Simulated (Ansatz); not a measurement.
Take Bi (space group R-3m, No. 166; a = 4.5203 Å, c = 12.0483 Å (hexagonal axes); layered; relaxed with 0.1 eV smearing) as the base. Axes: x lies along a and z along c of the hexagonal cell.

Method: Kohn–Sham DFT with the r2SCAN+rVV10 functional, run in Ansatz (a first-principles code) with PAW and 500 eV plane waves, scalar-relativistic without spin-orbit coupling, earlier PAW set.

Strains are applied to the cell and any free atomic positions relax; under biaxial strain the out-of-plane vector relaxes too.

One change was made to it. Results:

The energy rises by 0.9 meV/atom; the pressure (mean of the normal stresses, compression positive) goes from zero to 0.5 GPa.

**Question.** Which of these changes matches the shifts?
A. uniaxial strain ε_yy = +0.83 %
B. uniaxial strain ε_yy = −1.05 %
C. biaxial strain +0.33 %, plane normal [001], relaxed out of plane
D. uniaxial strain ε_xx = −3.93 %

**Answer.** B, uniaxial strain ε_yy = −1.05 %. For comparison, the pressure in the other runs: uniaxial strain ε_yy = +0.83 % gives -0.3 GPa; uniaxial strain ε_xx = −3.93 % gives 1.8 GPa; biaxial strain +0.33 %, plane normal [001], relaxed out of plane gives -0.2 GPa.

Stability against distortions was not tested.
